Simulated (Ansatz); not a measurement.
# CaSnS3, pressure series

Base system: CaSnS3 (space group R-3, No. 148; a cell from a computed database, its experimental status unchecked).

CaSnS₃ is modelled in the trigonal space group R-3, hexagonal axes (No. 148), Pearson symbol hR10. Cell: a = b = 6.6555 Å, c = 18.4090 Å, α = β = 90.00°, γ = 120.00°. Ca on 6c has 6 S at 2.744–2.868 Å. Sn on 6c is surrounded by 6 S at 2.546–2.586 Å (octahedral). S on 18f has 2 Sn at 2.546–2.586 Å and 2 Ca at 2.744–2.868 Å. (Neighbours: up to the widest gap in distance over summed covalent radii, below 1.35, at either atom; cation-cation and far metal-metal contacts left out.)
(The calculation used a cell of 10 atoms; values per cell refer to that cell.)

Cell and atoms are relaxed at each pressure.

Method: Ansatz (a quantum-chemistry and plane-wave program) PBEsol, spin-orbit coupling left out.

Notes on the quantities. enthalpy: H = E + PV relative to the base's energy.

| variant | band gap | electron mass | enthalpy |
|---|---|---|---|
| base | 1.75 eV | 0.56 mₑ along k, 0.80 mₑ across (at T) | – |
| pressure −2 GPa | 1.58 eV | 0.27 mₑ along c, 0.25 mₑ across (at Γ) | -0.30 eV/atom |
| pressure −1 GPa | 1.67 eV | 0.27 mₑ along c, 0.26 mₑ across (at Γ) | -0.15 eV/atom |
| pressure 0.3 GPa | 1.75 eV | 0.56 mₑ along k, 0.80 mₑ across (at T) | +0.04 eV/atom |
| pressure 0.7 GPa | 1.75 eV | 0.55 mₑ along k, 0.79 mₑ across (at T) | +0.10 eV/atom |
| pressure 1.5 GPa | 1.76 eV | 0.54 mₑ along k, 0.78 mₑ across (at T) | +0.22 eV/atom |
| pressure 3 GPa | 1.78 eV | 0.53 mₑ along k, 0.77 mₑ across (at T) | +0.43 eV/atom |
| pressure 5 GPa | 1.78 eV | 0.50 mₑ along k, 0.74 mₑ across (at T) | +0.71 eV/atom |
| pressure 7.5 GPa | 1.74 eV | 0.47 mₑ along k, 0.71 mₑ across (at T) | +1.04 eV/atom |
| pressure 10 GPa | 1.66 eV | 0.43 mₑ along k, 0.68 mₑ across (at T) | +1.37 eV/atom |

Load acts through the strain it causes; cell and atoms are relaxed under it. Effective masses come from finite differences of ±0.01 Å⁻¹. Along k means along the line from Γ to the band edge. Whether these cells are dynamically stable was not tested. No other phases were tried under pressure.
